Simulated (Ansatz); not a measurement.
Ansatz (a program for electronic structure) run on AlNi (Cmmm, 2 atoms in the cell): relaxation of cell and atoms.

Method of the run: PBEsol, PAW files made with PBE (plane waves; Ansatz).

The change in words: atoms on their sites; basis.ecutwfc: 30.9 Ry → 15.4 Ry; relax: default → cell and atoms. Reference geometry:
```yaml
crystal:
  lattice:
    - [1.93288, -1.94733, 0.00000]
    - [1.93288, 1.94733, 0.00000]
    - [0.00000, 0.00000, 3.09013]
  atoms:
    - { symbol: Al, position: [0.00000, 0.00000, 0.01618] }
    - { symbol: Ni, position: [0.50000, 0.50000, 0.50000] }
```

Reference input (self-consistent single point, DFT, PBEsol, plane waves, PAW files made with PBE): basis.ecutwfc = 30.9 Ry; kpoints.mp_grid.grid = 12 12 11; hamiltonian.xc = pbesol; hamiltonian.pseudopotentials = {kind: paw} (the program's default PAW files); scf.occupations.method = gaussian; scf.occupations.width = 0.0073 Ry. This run's input differs from it in these lines:

Ansatz 0.2 input:
```diff
@@ -6,6 +6,6 @@
   atoms:
-    - { symbol: Al, position_ang: [0.000000, 0.000000, 0.050001] }
+    - { symbol: Al, position_ang: [0.000000, 0.000000, 0.000000] }
     - { symbol: Ni, position_ang: [1.932879, 0.000000, 1.545066] }
 basis:
-  ecutwfc: 30.9 Ry
+  ecutwfc: 15.4 Ry
 kpoints:
@@ -17,2 +17,4 @@
   occupations: { method: gaussian, width: 0.0073 Ry }
+relax:
+  cell: {}
 output:
```

The program printed (abridged):

```
   [... SCF lines of the steps left out ...]
relax step   1: F+E_penalty+E_count = -6318.65823125 eV  Δ(F+E_penalty+E_count) = +0.000e0 eV  max|allowed force component| = 6.508e-30 eV/Å  Δτ_max = 0.0000 Å  P = +11.488 GPa  Ω = 23.262 Å³  (7 SCF iters, dr2 threshold 1.00e-7 eV, accepted)
relax step   2: F+E_penalty+E_count = -6316.30113077 eV  Δ(F+E_penalty+E_count) = +2.357e0 eV  max|allowed force component| = 8.902e-30 eV/Å  Δτ_max = 0.0000 Å  P = -58.204 GPa  Ω = 24.148 Å³  energy of the carried Pulay correction = -2.228e0 eV  (6 [...]
   [... lines left out ...]
relax step  81: F+E_penalty+E_count = -6318.74233308 eV  Δ(F+E_penalty+E_count) = -1.399e-3 eV  max|allowed force component| = 2.095e-31 eV/Å  Δτ_max = 0.0000 Å  P = +0.008 GPa  Ω = 24.694 Å³  energy of the carried Pulay correction = +1.399e-3 eV  [...]
relax step  82: F+E_penalty+E_count = -6318.73836162 eV  Δ(F+E_penalty+E_count) = +3.971e-3 eV  max|allowed force component| = 1.262e-29 eV/Å  Δτ_max = 0.0000 Å  P = +0.015 GPa  Ω = 24.694 Å³  stress off target by 2.10e-2 GPa  SCF on the basis [...]
basis re-selected at this cell: Δ(F+E_penalty+E_count) = +3.971e-3 eV, ΔP = +0.006 GPa vs the last step
the relaxation is at rest under the 8 symmetry operations that the run kept from its start: a minimum is not shown …
Free energy (F): -6318.738362 eV
Internal energy: -6318.734842 eV  (E = F + TS)
E sigma→0 (E₀):  -6318.736602 eV
Entropy (-TS):   -0.003519 eV (-1.760 meV/atom)
Fermi energy:    13.037922 eV
--- Forces (eV/Å), atoms counted from 1 ---
  atom   1  Al     0.00000000    -0.00000000     0.00000000
   [... lines left out ...]
to start a new deck from the relaxed geometry:
  cell:  # Å, volume = 24.6945 Å³
    - [1.9834530412185525, -1.9883228105922042, 0.0]
    - [1.9834530412185525, 1.9883228105922042, 0.0]
    - [0.0, 0.0, 3.1308415238469127]
  atoms:
    - { symbol: Al, position: [-8.5142013087793e-38, -8.5142013087793e-38, 0.0] }
    - { symbol: Ni, position: [0.5, 0.5, 0.5000000000000001] }
```

The run converged.  The full log also holds: “iter 3 did not close the SCF: its close was put off for the readings that it lacked (scf_convergence_deferred on its scf_iter line)”. The full log also holds: “iter 4 did not close the SCF: its close was put off for the readings that it lacked (scf_convergence_deferred on its scf_iter line)”.

Summary of the result:
| Property | Value |
|---|---|
| Free energy E − TS (on the zero of these files) | -6318.7384 eV |
| Fermi level (on the code's own zero) | 13.04 eV |
| Pressure | 0.01 GPa |
| Final cell | a = b = 2.808 Å, c = 3.131 Å, α = β = 90.00°, γ = 90.14° |
| Final volume per atom | 12.35 Å³ |
| Relaxation steps | 82 |

The starting cell comes from a database of computed structures (which also holds hypothetical and non-ambient phases and stackings), without a prior relaxation at this level. Its lattice was rescaled by up to half a per cent. Spin polarisation is off. The relaxation keeps the symmetry of its start, so its end need not be a minimum. Ansatz's pressure includes its estimate of the finite-basis (Pulay) stress. Without the estimate this run gives -382.35 GPa. The cutoff lies below the one recommended for these files.

Cost on one core of a shared machine: roughly 3 min.
